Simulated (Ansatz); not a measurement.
Data:

```
AlN
1.0
    0.04342     2.17113     2.17113
    2.17113     0.04342     2.17113
    2.21456     2.21456     0.00000
Al N
1 1
Direct
  0.00285   0.00285   0.99715
  0.24715   0.24715   0.25285
```

No spin polarisation.

Level of theory: plane-wave PAW DFT at the LDA level (Ansatz, a quantum-chemistry and plane-wave program, 420 eV), without spin-orbit coupling. Γ-centred 13×13×13 mesh, Fermi–Dirac width 0.05 eV.

Problem. Predict the band gap and pressure.

Solution. 
- Band gap = 3.02 eV
- Pressure (mean of the normal stresses, compression positive) = 0.10 GPa

The cells carry an imposed strain or load. No phonon test of stability was made. The cell was made from AlN in the zinc blende structure (space group F-43m, No. 216) by this change: tensor shear ε_xy = +2.00 %. This is not the structure that AlN has at room temperature and ambient pressure.
